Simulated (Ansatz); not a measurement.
Short convergence ladders for TiCo (P4mm, 2 atoms in the cell)

```
CELL_PARAMETERS angstrom
      2.98103     0.00000     0.00000
      0.00000     2.98103     0.00000
      0.00000     0.00000     2.98103
ATOMIC_POSITIONS crystal
  Ti 0.00000 0.00000 0.01677
  Co 0.50000 0.50000 0.50000
```

Base method: LDA (PW92), default PAW files made with PBE (plane waves; Ansatz, a first-principles code).

Base settings: basis.ecutwfc = 30.9 Ry; kpoints.mp_grid.grid = 11 11 11; hamiltonian.xc = lda; hamiltonian.pseudopotentials = {kind: paw} (the program's default PAW files); scf.occupations.method = fermi_dirac; scf.occupations.width = 0.0073 Ry.

The count of work is k-points × plane waves × bands × iterations; it is no time. 

**The cutoff for other potential files**

Level: DFT, LDA (PW92), plane waves, harder PAW files (source: ansatz) made with PBE.

In this ladder: hamiltonian.pseudopotentials = {kind: paw, source: ansatz}.

The second cell is the first with its lattice scaled by 0.98.

The mesh stays at the base's, so the ladder's end is converged at best in this setting alone.

The first pressure column holds Ansatz's estimate of the finite-basis (Pulay) stress, which hides part of the cutoff error; the other is without it.

Only quantities that move along the ladder and can be compared are tabulated.

```csv
basis.ecutwfc,free energy less the last step's (meV/atom),energy of the compressed cell less the first (meV/atom),pressure (GPa),pressure without the Pulay estimate (GPa),largest difference of a force vector from the last step's (eV/Å),count of work / last
29.8 Ry,4449.21,6.38,-5.45,-281.63,0.026,0.12
36.4 Ry,841.73,-47.51,-15.48,-75.97,0.047,0.18
46.3 Ry,69.34,-44.43,-13.99,-20.71,0.001,0.25
56.2 Ry,6.66,-44.86,-14.12,-14.68,0.000,0.31
66.1 Ry,2.18,-44.91,-14.13,-14.21,0.000,0.40
79.4 Ry,1.05,-44.93,-14.14,-14.18,0.000,0.45
99.2 Ry,0.26,-44.94,-14.14,-14.15,0.000,0.64
132.3 Ry,0.00,-44.94,-14.14,-14.14,0.000,1.0
```

Coarsest basis.ecutwfc that holds the pressure within 0.1 GPa of the last step, with all finer ones: 56.2 Ry, at 0.31 of the last step's count of work; the step before is off by 0.15 GPa.

Coarsest basis.ecutwfc that holds the energy of the compressed cell less the first within 0.2 meV/atom of the last step, with all finer ones: 56.2 Ry, at 0.31 of the last step's count of work; the step before is off by 0.51 meV/atom.

Coarsest basis.ecutwfc that holds the free energy within 2 meV/atom of the last step, with all finer ones: 79.4 Ry; the step before is off by 2.2 meV/atom.

The energy difference between the two cells stays within 1 meV/atom of the last step's from 46.3 Ry on, the total only from 99.2 Ry on: much of the error is common to both cells and cancels.

At the lowest cutoff the pressure without the Pulay estimate lies 267 GPa under the last step's, the usual sign of Pulay stress in an incomplete plane-wave basis.

**The density cutoff**

The second cell is the first with its lattice scaled by 0.98.

The mesh stays at the base's, so the ladder's end is converged at best in this setting alone.

Only quantities that move along the ladder and can be compared are tabulated.

| basis.ecutrho_ratio | free energy less the last step's (meV/atom) | energy of the compressed cell less the first (meV/atom) | pressure (GPa) |
|---|---|---|---|
| 2 | -7.59 | -43.67 | -13.53 |
| 3 | -0.13 | -44.73 | -14.09 |
| 4 | 0.00 | -44.73 | -14.10 |
| 5 | 0.00 | -44.73 | -14.10 |
| 6 | 0.00 | -44.73 | -14.10 |
| 8 | 0.00 | -44.73 | -14.10 |
| 10 | 0.00 | -44.73 | -14.10 |
| 12 | 0.00 | -44.73 | -14.10 |
| 16 | 0.00 | -44.73 | -14.10 |

Coarsest basis.ecutrho_ratio that holds the energy of the compressed cell less the first within 0.5 meV/atom of the last step, with all finer ones: 3; the step before is off by 1.1 meV/atom.

Coarsest basis.ecutrho_ratio that holds the pressure within 0.5 GPa of the last step, with all finer ones: 3; the step before is off by 0.57 GPa.

Coarsest basis.ecutrho_ratio that holds the free energy within 5 meV/atom of the last step, with all finer ones: 3; the step before is off by 7.6 meV/atom.

**The relaxed cell against the cutoff**

On TiCo (Pm-3m, 2 atoms in the cell): atoms on their sites.

In this ladder: relax = cell and atoms.

The mesh stays at the base's, so the ladder's end is converged at best in this setting alone.

Only quantities that move along the ladder and can be compared are tabulated.

```tsv
basis.ecutwfc	relaxed volume (Å³/atom)	relaxation steps
15.4 Ry	12.819	74
21.7 Ry	12.289	18
26.1 Ry	12.219	10
30.9 Ry	12.229	7
37.1 Ry	12.232	4
46.3 Ry	12.228	6
61.7 Ry	12.231	4
```

Coarsest basis.ecutwfc that holds the relaxed volume within 0.024 Å³/atom of the last step, with all finer ones: 26.1 Ry; the step before is off by 0.058 Å³/atom.

At the lowest cutoff the cell relaxes to a volume 4.8 % larger than at the highest. Ansatz relaxes on a stress corrected for the finite basis.

On the base run: the starting cell has typed, rounded lattice constants, without a prior relaxation at this level. Its lattice was rescaled by up to half a per cent. One atom was moved a little off its site on purpose. Spin polarisation is off.

Left out of this page: 1 run of the series failed or unconverged.

Keys are those of Ansatz 0.2.
